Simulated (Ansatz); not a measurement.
The parent structure is CdTe in the zinc blende structure (space group F-43m, No. 216; a = 6.558 Å). Axes: x, y, z lie along the cube axes.

Calculations: DFT with r2SCAN, PAW potentials and a 500 eV plane-wave cutoff in Ansatz (a program for electronic structure), no SOC.

Before the change:

| Item | Value |
|---|---|
| Pressure | 0.00 GPa |

It is then changed as follows: uniaxial strain ε_zz = −3.00 %, all other strain components held at zero; the atoms relax in the strained cell.

Question: What does the calculation give for the pressure after the change?

Answer: The pressure (mean of the normal stresses, compression positive) goes from zero to 1.30 GPa.

Question: What does the calculation give for the hole mass after the change?

Answer: The hole mass is 0.096 mₑ along z, 0.51 mₑ across (at Γ).

With Te present, leaving out spin-orbit coupling can change the band edges. The levels and masses belong to the bands next to the band gap. Effective masses come from finite differences of ±0.01 Å⁻¹. Whether these cells are dynamically stable was not tested.
